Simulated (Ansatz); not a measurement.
## Formation energy of Nb_Al in Al (fcc, Fm-3m): levels of theory

We look at the formation energy of Nb_Al in Al (fcc, Fm-3m). Reaction: 63 Al (fcc) + Nb (bcc) → cell A.

A: a supercell of 64 sites of Al (fcc, Fm-3m) with Nb on an Al site (12 Al at 2.85 Å); spin state with PBE: run without spin.

Setting: static, neutral cells in Ansatz (PAW) whose structures rest at the PBE level. Ansatz (a first-principles code) runs with its default PAW set. Other levels take these structures. The lattices are those relaxed with PBE, so at other levels the solids can be strained, which adds to the spread. Larger cells are relaxed from a start prepared with the learned potential CHGNet, on a coarser mesh till forces fall under 0.03 eV/Å, which some starts already meet. A dispersion term (D3(BJ), or D4 for r2SCAN) was computed beside these levels and is taken off wherever the name lacks it. Mesh and cell size may move defect energies by 0.1 eV or more. Cell A has symmetry Fm-3m within 0.02 Å and got no random move, so less symmetric positions, which may lie lower, weren't tried.

```csv
Level,value (eV)
PBE,-0.96
PBE+D3(BJ),-0.94
LDA,-0.97
PBEsol,-0.95
RPBE,-0.95
r2SCAN+D4,[?]
```

**Question.** What belongs in the gaps?

**Answer.** 
- r2SCAN+D4, value (eV): -1.05

The levels shown span 0.11 eV, from r2SCAN+D4 (-1.05) to PBE+D3(BJ) (-0.94).

Rough cost of one single point on Al (fcc), against PBEsol's on the same shared machine and with each level's own mesh and cutoff: r2SCAN within a factor of 2.
